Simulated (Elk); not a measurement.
# Elk run on MnCo (Pm-3m, 2 atoms in the cell): self-consistent single point

Method: PBEsol, all-electron FP-LAPW, Elk's shipped species files, APW+lo basis with extra local orbitals in Elk.

Input as run:

```
tasks
  0

xctype
  22

spinpol
  .true.

reducebf
  0.7

rgkmax
  7.5

gmaxvr
  16.0

nxlo
  2

lorbcnd
  .true.

rmtscf
  0.91

lmaxi
  3

nempty
  12

stype
  0

swidth
  0.00999582

maxscl
  100

scale
  5.392522469

avec
    1.0000000000    0.0000000000    0.0000000000
    0.0000000000    1.0000000000    0.0000000000
    0.0000000000    0.0000000000    1.0000000000

atoms
  2
  'Mn.in'
  1
  0.0000000000  0.0000000000  0.0000000000    0.0 0.0 -1.0
  'Co.in'
  1
  0.5000000000  0.5000000000  0.5000000000    0.0 0.0 -0.75

ngridk
  12 12 12
```

Output (repeated stretches shortened):

```
│ Elk code version 10.2.4 │

All units are atomic (Hartree, Bohr, etc.)

│ Ground-state run starting from atomic densities │

Lattice vectors :
   5.392522469       0.000000000       0.000000000
   0.000000000       5.392522469       0.000000000
   0.000000000       0.000000000       5.392522469

Unit cell volume      :    156.8107710
Brillouin zone volume :    1.581844231

Muffin-tin inner radius fraction :   0.1000000000E-01

Nuclei treated as point charges

Species :    1 (Mn)
 parameters loaded from : Mn.in
 name : manganese
 nuclear charge    :   -25.00000000
 electronic charge :    25.00000000
 atomic mass :    100145.9369
 muffin-tin radius :    2.184000000
 number of radial points in muffin-tin :    497
 atomic positions (lattice), magnetic fields (Cartesian) :
   1 :   0.00000000  0.00000000  0.00000000    0.00000000  0.00000000 -1.00000000

Species :    2 (Co)
 parameters loaded from : Co.in
 name : cobalt
 nuclear charge    :   -27.00000000
 electronic charge :    27.00000000
 atomic mass :    107428.6517
 muffin-tin radius :    2.184000000
 number of radial points in muffin-tin :    497
 atomic positions (lattice), magnetic fields (Cartesian) :
   1 :   0.50000000  0.50000000  0.50000000    0.00000000  0.00000000 -0.75000000

Total number of atoms per unit cell :    2

Spin treatment :
 spin-polarised
 global magnetic field (Cartesian) :    0.000000000       0.000000000       0.000000000
 collinear magnetisation in z-direction

Number of Bravais lattice symmetries :   48
Number of crystal symmetries         :   48
Crystal has inversion symmetry
Real symmetric eigensolver will be used

k-point grid :     12    12    12
k-point offset :    0.000000000       0.000000000       0.000000000
k-point set is reduced with full crystal symmetry group
Total number of k-points :       84

Muffin-tin radius times maximum |G+k| :    7.500000000
 using average radius
   [... lines left out ...]
Maximum |G| for potential and density :    16.00000000
 potential will be trimmed for |G| > 2 gkmax
Constant for pseudocharge density :    9
Radial integration step length :    4

G-vector grid sizes :     28    28    28
Number of G-vectors :    10827

Maximum angular momentum used for
 APW functions                      :    8
 outer part of muffin-tin           :    6
 inner part of muffin-tin           :    3

Total nuclear charge    :   -52.00000000
Total core charge       :    22.00000000
Total valence charge    :    30.00000000
Total excess charge     :    0.000000000
Total electronic charge :    52.00000000

Effective Wigner radius, rₛ :   0.8962475450

Number of empty states         :   24
Total number of valence states :   78
Total number of core states    :   22

Conduction state local-orbitals added automatically
Total number of local-orbitals :  165

Exchange-correlation functional :     22     0     0
 PBEsol, Phys. Rev. Lett. 100, 136406 (2008)
 gradient requirement :    1
 generalised gradient approximation (GGA)

Smearing type :    0
 Gaussian
Smearing width :   0.9995820000E-02
Effective electronic temperature (K) :    3156.430308

Mixing type :    3
 Broyden mixing, J. Phys. A: Math. Gen. 17, L317 (1984)

Kohn-Sham potential initialised from atomic data
│ Self-consistent loop started │
│ Loop number : 1 │
 total energy                :     -2548.34299891
 total moment                :    4.197155336
│ Loop number : 2 │
 total energy                :     -2548.53880716
 total moment                :    4.210934713
RMS change in Kohn-Sham potential (target) :    4.279799702     (  0.1000000000E-05)
Absolute change in total energy (target)   :   0.1958082515     (  0.1000000000E-03)
│ Loop number : 3 │
 total energy                :     -2559.04928866
 total moment                :    2.074450267
RMS change in Kohn-Sham potential (target) :    3.502421266     (  0.1000000000E-05)
Absolute change in total energy (target)   :    10.55943356     (  0.1000000000E-03)
│ Loop number : 4 │
 total energy                :     -2539.96950586
 total moment                :    3.333172046
RMS change in Kohn-Sham potential (target) :    2.094199687     (  0.1000000000E-05)
Absolute change in total energy (target)   :    16.43992441     (  0.1000000000E-03)
│ Loop number : 5 │
 total energy                :     -2552.53847571
   [... lines left out ...]
 total moment                :    4.018105737
RMS change in Kohn-Sham potential (target) :   0.5891942422E-05 (  0.1000000000E-05)
Absolute change in total energy (target)   :   0.2608755590E-03 (  0.1000000000E-03)
│ Loop number : 24 │
 total energy                :     -2549.86530792
 total moment                :    4.018109774
RMS change in Kohn-Sham potential (target) :   0.2912536693E-05 (  0.1000000000E-05)
Absolute change in total energy (target)   :   0.4760856109E-04 (  0.1000000000E-03)
│ Loop number : 25 │
 total energy                :     -2549.86523864
 total moment                :    4.018137427
RMS change in Kohn-Sham potential (target) :   0.1360775280E-05 (  0.1000000000E-05)
Absolute change in total energy (target)   :   0.5737586525E-04 (  0.1000000000E-03)
│ Loop number : 26 │
 total energy                :     -2549.86523910
 total moment                :    4.018139806
RMS change in Kohn-Sham potential (target) :   0.6601643864E-06 (  0.1000000000E-05)
Absolute change in total energy (target)   :   0.1388121473E-04 (  0.1000000000E-03)
Convergence targets achieved

│ Loop number : 27 │

Energies :
 Fermi                       :     0.343698405757
 sum of eigenvalues          :     -1472.72879337
 electron kinetic            :      2584.32164663
 core electron kinetic       :      2330.22802435
 Coulomb                     :     -5024.48905377
 Coulomb potential           :     -3913.43876637
 nuclear-nuclear             :     -363.072505546
 electron-nuclear            :     -5409.39433008
 Hartree                     :      747.977781855
 Madelung                    :     -3067.76967059
 xc potential                :     -143.420498204
 xc effective B-field        :    -0.190939535716
 external B-field            :      0.00000000000
 exchange                    :     -106.972834671
 correlation                 :     -2.72497827572
 total energy                :     -2549.86522009
 (external B-field energy excluded from total)

Density of states at Fermi energy :    47.93547447
 (states/Hartree/unit cell)

Estimated indirect band gap :   0.1360786239E-02
 from k-point     48 to k-point     46
Estimated direct band gap   :   0.3260448599E-02
 at k-point      8

Charges :
 core                        :    22.00000000
 valence                     :    30.00000000
 interstitial                :    2.827109099
 muffin-tins (core leakage)
  species :    1 (Mn)
   atom    1                 :    23.41109774     (  0.5721467744E-10)
  species :    2 (Co)
   atom    1                 :    25.76179316     (  0.1457000892E-02)
 total in muffin-tins        :    49.17289090
 total calculated charge     :    52.00020087
 total charge                :    52.00000000
 error                       :   0.2008679574E-03

Moments :
 interstitial                :   0.2638975242E-01
 muffin-tins
  species :    1 (Mn)
   atom    1                 :    2.731897533
  species :    2 (Co)
   atom    1                 :    1.259853464
 total in muffin-tins        :    3.991750997
 total moment                :    4.018140749

│ Self-consistent loop stopped │
```

The run converged in 27 iterations. The count includes the last loop, which Elk runs after its targets are met.

The starting cell comes from a database of computed structures (which also holds hypothetical and non-ambient phases and stackings), without a prior relaxation at this level. The magnetic order is the one reached from the typed start; others were not searched systematically. Values depend on the basis (sphere radii, cutoffs, local orbitals), which need not be converged. The log's line on a gap gives a spacing of levels on this mesh, which the program prints for metals too.

Cost on one core of a shared machine: roughly 2 min.
